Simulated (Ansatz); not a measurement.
NbHO₃ (model structure, Pmm2, No. 25, 5 atoms in the cell)

The numbers are results of r²SCAN (Ansatz, a first-principles code, plane waves, PAW), not measurements.

Numerical settings: plane-wave cutoff 560 eV, 10×10×10 k mesh, Fermi–Dirac smearing 0.01 eV, no spin polarisation, scalar-relativistic PAW data made under PBE.

Cell (relaxed at this level):

```xyz
5
Lattice="4.1021 0.0000 0.0000 0.0000 3.8172 0.0000 0.0000 0.0000 4.0636" Properties=species:S:1:pos:R:3 pbc="T T T"
Nb     2.0510     1.9086     2.2931
O      0.0000     1.9086     1.8700
O      2.0510     0.0000     2.0162
O      2.0510     1.9086     0.0063
H      0.0000     1.9086     0.8993
```

```yaml
band_gap: 2.13 eV
smallest_direct_gap_on_the_k_points_sampled: 3.01 eV
direct gap at Γ: 3.14 eV
```

Note: the relaxation could raise the start's symmetry but not lower it, so the cell can be a saddle point.

Spin–orbit coupling is not included.

A model structure was made by putting elements into a prototype or built by hand; it is no filed structure, need not be a known phase, and can be a saddle point held by its symmetry.
